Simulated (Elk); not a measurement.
**Converging the basis cutoff: HfC (I4mm, 2 atoms in the cell)**

```xyz
2
Lattice="0.0000 2.3316 2.3316 2.3316 0.0000 2.3316 2.3316 2.3316 0.0000" Properties=species:S:1:pos:R:3 pbc="T T T"
Hf     0.0000     0.0000     0.0500
C      2.3316     2.3316     2.3316
```

Method of the run: Elk with LDA (PW92), all-electron FP-LAPW, Elk's shipped species files, default APW+lo basis.

Base settings: xctype = 3; rgkmax = 7; stype = 3; swidth = 0.00367493 Ha; ngridk = 4 4 4; rmtscf = 0.88.

The second cell is the first with its lattice scaled by 0.98.

The mesh stays at the base's, so the ladder's end is converged at best in this setting alone.

Only quantities that move along the ladder and can be compared are tabulated.

The starting cell has typed, rounded lattice constants, without a prior relaxation at this level. Its lattice was rescaled by up to half a per cent. One atom was moved a little off its site on purpose. Values depend on the basis (sphere radii, cutoffs, local orbitals), which need not be converged. Without a gap this mesh is coarse (it stands for a supercell whose shortest vector is 13 Å).

Steps (rgkmax): 4.14; 4.43; 4.7; 4.95; 5.19; 5.42; 5.86; 6.26; 6.64; 7; 7.34; 7.67; 8.13; 8.57; 9.26.

**Question.** What is the coarsest rgkmax that holds the energy of the compressed cell less the first within 0.5 meV/atom of the last step, with all finer ones?

**Answer.** 8.13; the step before is off by 2.1 meV/atom.

**Question.** What is the coarsest rgkmax that holds the free energy within 5 meV/atom?

**Answer.** Not settled: the last two steps still differ by 3.5 meV/atom, over half the tolerance, so the ladder does not show it.

| rgkmax | free energy less the last step's (meV/atom) | energy of the compressed cell less the first (meV/atom) |
|---|---|---|
| 4.14 | 3569.58 | -3.90 |
| 4.43 | 2668.63 | -168.38 |
| 4.7 | 1986.84 | 16.57 |
| 4.95 | 1416.04 | -127.35 |
| 5.19 | 1088.01 | -4.80 |
| 5.42 | 850.56 | -99.43 |
| 5.86 | 445.19 | -54.01 |
| 6.26 | 229.09 | 3.22 |
| 6.64 | 143.53 | -41.82 |
| 7 | 71.32 | -31.29 |
| 7.34 | 43.01 | -33.02 |
| 7.67 | 25.68 | -32.40 |
| 8.13 | 10.30 | -30.51 |
| 8.57 | 3.54 | -30.47 |
| 9.26 | 0.00 | -30.27 |
